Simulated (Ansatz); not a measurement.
The starting structures come from a database of crystals and need not be the phases stable at ambient conditions.

Input:

```
CELL_PARAMETERS angstrom
      5.40475     0.00000     0.00000
      0.00000     7.43462     0.00000
      2.70237     0.00000     9.02312
ATOMIC_POSITIONS crystal
  K  0.44634 0.25000 0.63570
  K  0.08204 0.75000 0.36430
  V  0.91293 0.25000 0.21860
  V  0.13153 0.75000 0.78140
  Cu 0.00552 0.50000 0.00000
  Cu 0.00552 0.00000 0.00000
  Cu 0.41500 0.25000 0.21536
  Cu 0.63036 0.75000 0.78464
  S  0.89688 0.50834 0.78196
  S  0.67884 0.49166 0.21804
  S  0.89688 0.99166 0.78196
  S  0.67884 0.00834 0.21804
  S  0.05045 0.25000 0.41322
  S  0.46367 0.75000 0.58678
  S  0.24946 0.25000 0.01488
  S  0.26434 0.75000 0.98512
```

The cell is taken as given; by PBEsol it stands under a pressure of -2.7 GPa.

Transport runs along the normal of the first two printed cell vectors.

No gap correction and no spin-orbit coupling; mid-gap is the computed energy nearest the middle.

Task: Predict the band gap and the smallest decay constant κ at mid-gap from PBEsol in Ansatz (a quantum-chemistry and plane-wave program).

Result: Gap 1.05 eV on a 6×4×6 mesh; κ = 0.368 1/Å, at the zone centre.
